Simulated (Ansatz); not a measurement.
Base system: TlBr in the CsCl type structure (space group Pm-3m, No. 221; a = 3.915 Å). Axes: x, y, z lie along the cube axes.

Level of theory: Ansatz (an electronic-structure program), PBEsol, PAW, cutoff 420 eV, without spin-orbit coupling.

Base values:

| Quantity | Result |
|---|---|
| Shortest interatomic distance | 3.390 Å |

Now apply this change: the cell is stretched by 1.00 % along z with no lateral relaxation; the atoms relax in the strained cell.

Question: Predict the new shortest interatomic distance.

Answer: The shortest interatomic distance rises by 0.011 Å to 3.401 Å.

Question: What does the calculation give for the energy relative to the base after the change?

Answer: The energy rises by 0.4 meV/atom.

Stability against distortions was not tested.
